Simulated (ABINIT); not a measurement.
## Input and output of a self-consistent single point for MnAgO2 (C2/m, 4 atoms in the cell) (ABINIT)

Level of theory: PBEsol, PAW (JTH v2.0 PBE PAW, files made for PBE) (plane waves; ABINIT).

This input was run:

```
# MnAgO2, JTH v2.0 PBE PAW
pp_dirpath "./"
pseudos "Mn.GGA_PBE-JTH.xml, Ag.GGA_PBE-JTH.xml, O.GGA_PBE-JTH.xml"
acell 3*1.0 Angstrom
rprim
         2.7831940000   -1.4563850000    0.0000000000
         2.7831940000    1.4563850000    0.0000000000
        -1.3168450000    0.0000000000    6.2319520000
natom 4
ntypat 3
znucl 25 47 8
typat 1 2 3 3
xcart
         4.0152362124   -0.0000000000    5.8883412509
         0.0000000000    0.0000000000    0.0000000000
         0.2271261928    0.0000000000    3.9524901813
         7.8033462320   -0.0000000000    7.8241923206
ecut 30
pawecutdg 60
pawxcdev 0
ixc -116133
nsppol 2
spinat
      0 0 4
      0 0 0
      0 0 0
      0 0 0
occopt 3
tsmear 0.00183747
nband 28
kptopt 1
ngkpt 7 7 3
nshiftk 1
shiftk 0 0 0
nstep 100
tolvrs 1.0e-12
prtwf 0
prtden 0
enunit 1
```

Output (repeated stretches shortened):

```
 Symmetries : space group C2/m (# 12); Bravais mC (1-face-center monocl.)

 -outvars: echo values of preprocessed input variables --------
            acell      1.8897261329E+00  1.8897261329E+00  1.8897261329E+00 Bohr
             ecut      3.00000000E+01 Hartree
           enunit           1
              ixc     -116133
         kptrlatt        7    0    0      0    7    0      0    0    3
          kptrlen      3.61101773E+01
            natom           4
            nband          28
            ngfft          30      30      60
          ngfftdg          45      45      90
             nkpt          44
           nspden           2
           nsppol           2
            nstep         100
             nsym           4
           ntypat           3
           occopt           3
        pawecutdg      6.00000000E+01 Hartree
         pawxcdev           0
            rprim      2.7831940000E+00 -1.4563850000E+00  0.0000000000E+00
                       2.7831940000E+00  1.4563850000E+00  0.0000000000E+00
                      -1.3168450000E+00  0.0000000000E+00  6.2319520000E+00
          spgroup          12
           spinat      0.0000000000E+00  0.0000000000E+00  4.0000000000E+00
                       0.0000000000E+00  0.0000000000E+00  0.0000000000E+00
                       0.0000000000E+00  0.0000000000E+00  0.0000000000E+00
                       0.0000000000E+00  0.0000000000E+00  0.0000000000E+00
           tolvrs      1.00000000E-12
           tsmear      1.83747000E-03 Hartree
            typat      1  2  3  3
           useylm           1
             xred      4.9999999781E-01  4.9999999781E-01  4.9999999781E-01
                      -2.1865847466E-09 -2.1865847466E-09 -2.1860548927E-09
                       1.0098999956E-01  1.0098999956E-01  3.3561999853E-01
                       8.9900999607E-01  8.9900999607E-01  6.6437999710E-01
            znucl       25.00000   47.00000    8.00000

== DATASET  1 ==================================================================

 Real(R)+Recip(G) space primitive vectors, cartesian coordinates (Bohr,Bohr^-1):
 R(1)=  5.2594744 -2.7521688  0.0000000  G(1)=  0.0950665 -0.1816749  0.0200881
 R(2)=  5.2594744  2.7521688  0.0000000  G(2)=  0.0950665  0.1816749  0.0200881
 R(3)= -2.4884764  0.0000000 11.7766826  G(3)=  0.0000000  0.0000000  0.0849136
 Unit cell volume ucvol=  3.4093405E+02 bohr^3
 Angles (23,13,12)=  1.00554870E+02  1.00554870E+02  5.52441720E+01 degrees

 Coarse grid specifications (used for wave-functions):

 getcut: wavevector=  0.0000  0.0000  0.0000  ngfft=  30  30  60
         ecut(hartree)=     30.000   => boxcut(ratio)=   2.02222

 Fine grid specifications (used for densities):

 getcut: wavevector=  0.0000  0.0000  0.0000  ngfft=  45  45  90
         ecut(hartree)=     60.000   => boxcut(ratio)=   2.12649

   3.01962537E+03                                ecore*ucvol(ha*bohr**3)

_setup2: Arith. and geom. avg. npw (full set) are    2676.211    2676.202

--- !BeginCycle
solver: {iscf: 17, nstep: 100, nline: 4, wfoptalg: 10, }
tolerances: {tolvrs: 1.00E-12, }
...

     iter   Etot(hartree)     deltaE(h) residm    nres2    magn
 ETOT  1  -169.35784500975    -1.69E+02 1.65E+00 1.76E+03 2.366
 ETOT  2  -183.95674427271    -1.46E+01 1.57E+00 5.72E+03 0.142
 ETOT  3  -175.98082706421     7.98E+00 3.74E-01 2.04E+03 0.071
 ETOT  4  -175.29298181488     6.88E-01 5.39E-02 4.37E+02 1.174
 ETOT  5  -175.19781312844     9.52E-02 1.03E-01 8.87E+01 2.732
 ETOT  6  -175.15619372211     4.16E-02 4.89E-02 2.01E+01 3.293
   [... 19 lines left out ...]
 ETOT 26  -175.17521321438    -5.80E-12 1.22E-04 6.97E-10 3.967
 ETOT 27  -175.17521321438    -8.53E-14 6.92E-05 6.57E-11 3.967
 ETOT 28  -175.17521321438    -6.82E-13 1.36E-04 1.38E-11 3.967
 ETOT 29  -175.17521321438     1.59E-12 7.58E-05 1.50E-12 3.967
 ETOT 30  -175.17521321438    -1.56E-12 1.44E-04 1.63E-13 3.967

 At SCF step   30       nres2   =  1.63E-13 < tolvrs=  1.00E-12 =>converged.

 Cartesian components of stress tensor (hartree/bohr^3)
  sigma(1 1)=  1.24588573E-04  sigma(3 2)=  0.00000000E+00
  sigma(2 2)=  1.59646005E-04  sigma(3 1)= -7.90581429E-06
  sigma(3 3)=  1.66841536E-04  sigma(2 1)=  0.00000000E+00

 Integrated electronic and magnetization densities in atomic spheres:
 Radius=ratsph(iatom), smearing ratsm=  0.0000. Diff(up-dn)=approximate z local magnetic moment.
 Atom    Radius    up_density   dn_density  Total(up+dn)  Diff(up-dn)
    1   2.11192     8.320298     4.783817     13.104115     3.536481
    2   2.51516     4.917392     4.871903      9.789296     0.045489
    3   1.41465     2.287453     2.228754      4.516207     0.058699
    4   1.41465     2.287453     2.228754      4.516207     0.058699
  Sum:             17.812595    14.113228     31.925823     3.699367
 Total magnetization (from the atomic spheres):             3.699367
 Total magnetization (exact up - dn):                       3.966517

 ----iterations are completed or convergence reached----

 reduced coordinates (array xred) for    4 atoms
       0.499999997813      0.499999997813      0.499999997814
      -0.000000002187     -0.000000002187     -0.000000002186
       0.100989999560      0.100989999560      0.335619998532
       0.899009996067      0.899009996067      0.664379997096
 cartesian forces (eV/Angstrom) at end:
    1     -0.00000000000000    -0.00000000000000    -0.00000000000000
    2     -0.00000000000000    -0.00000000000000    -0.00000000000000
    3     -0.05197678680871    -0.00000000000000     0.13971691931019
    4      0.05197678680871    -0.00000000000000    -0.13971691931019
 frms,max,avg= 6.0858311E-02 1.3971692E-01   0.000E+00  0.000E+00  0.000E+00 e/A
 length scales=  1.889726132886  1.889726132886  1.889726132886 bohr
              =  1.000000000000  1.000000000000  1.000000000000 angstroms
 Fermi (or HOMO) energy (eV) =   4.73712   Average Vxc (eV)= -11.41329
 Eigenvalues (   eV  ) for nkpt=  44  k points, SPIN UP:
 kpt#   1, nband= 28, wtk=  0.00680, kpt=  0.0000  0.0000  0.0000 (reduced coord)
 -77.16502  -46.08004  -46.03668  -45.82240  -15.40058  -13.97243   -3.58398   -1.66077
  -1.59108   -1.06256   -0.09109    0.51726    0.61973    0.86167    1.03252    1.63025
   1.67469    1.77379    1.81661    2.28608    4.83287    5.44186    6.18907    9.53995
  11.44822   14.69481   18.69857   19.95828
 prteigrs : prtvol=0 or 1, do not print more k-points.

 Eigenvalues (   eV  ) for nkpt=  44  k points, SPIN DOWN:
 kpt#   1, nband= 28, wtk=  0.00680, kpt=  0.0000  0.0000  0.0000 (reduced coord)
 -73.16506  -42.33496  -42.31379  -41.52859  -15.19806  -13.81803   -3.12560   -1.01993
  -0.82471   -0.52306   -0.04941    0.54213    0.75885    1.20506    1.22810    1.75844
   1.99169    4.54555    5.54104    5.56135    6.44229    7.51676    8.00888    9.89673
  12.28305   15.26646   19.31628   20.37558
 prteigrs : prtvol=0 or 1, do not print more k-points.

--- !EnergyTerms
comment             : Components of total free energy in Hartree
kinetic             :  3.76979213984981E+01
hartree             :  5.08687762582014E+01
xc                  : -2.15928734753665E+01
Ewald energy        : -1.14602158906539E+02
psp_core            :  8.85691928600410E+00
local_psp           : -1.35775861932578E+02
spherical_terms     : -6.27799813414214E-01
internal            : -1.75175077185194E+02
'-kT*entropy'       : -1.36014264564889E-04
total_energy        : -1.75175213199459E+02
total_energy_eV     : -4.76675996912781E+03
...

-Cartesian components of stress tensor (GPa)         [Pressure= -4.4237E+00 GPa]
- sigma(1 1)=  3.66552176E+00  sigma(3 2)=  0.00000000E+00
- sigma(2 2)=  4.69694684E+00  sigma(3 1)= -2.32597048E-01
- sigma(3 3)=  4.90864662E+00  sigma(2 1)=  0.00000000E+00

 Calculation completed.
```

The run converged in 30 iterations.

The starting cell comes from a database of computed structures (which also holds hypothetical and non-ambient phases and stackings), without a prior relaxation at this level. Its lattice was rescaled by a random factor within 2.5 % of one. With one magnetic atom in the cell only a parallel order is possible. The potentials were made for another functional than the one used. With a pressure of about -4 GPa the cell is away from its equilibrium volume at this level.

Cost on one core of a shared machine: roughly 6 min.
